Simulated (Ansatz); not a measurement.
Fluorite PbF₂ (high-temperature phase) was calculated with B3LYP (VWN-RPA form) in Ansatz (plane waves, PAW).

Run with plane-wave cutoff 460 eV, 8×8×8 k mesh, Fermi–Dirac smearing 0.01 eV, scalar-relativistic PAW data made under PBE.

Computed at the level's own relaxed cell.

### Question
Estimate the bulk modulus B0, pressure derivative B′ of the bulk modulus, equilibrium lattice constant a, smallest direct gap on the k points sampled, band gap and Γ–Γ gap that the calculation returns.

### Answer

- bulk modulus B0: 68.3 GPa
- pressure derivative B′ of the bulk modulus: 4.8
- equilibrium lattice constant a: 6.003 Å
- smallest direct gap on the k points sampled: 6.29 eV
- band gap: 6.15 eV (on the SCF k mesh)
- Γ–Γ gap: 10.72 eV

Measured, for comparison: bulk modulus 64 GPa, lattice constant a 5.94 Å (temperature not stated, no zero-point or thermal correction; as tabulated in Cadelano and Cappellini (2011), arXiv:1107.5962). Computed (rounded) less measured: bulk modulus +7 %, lattice constant a +1.1 %. A static lattice is as a rule a little smaller and stiffer than an uncorrected measurement, which narrows the difference in the bulk modulus and would widen misses of the other sign.

Spin–orbit coupling is not included; with these elements it can move the gap by several tenths of an eV or more.

Static lattice: no zero-point or thermal effects.

It cost roughly 15 core-minutes of CPU time.

Ansatz is an electronic-structure program.
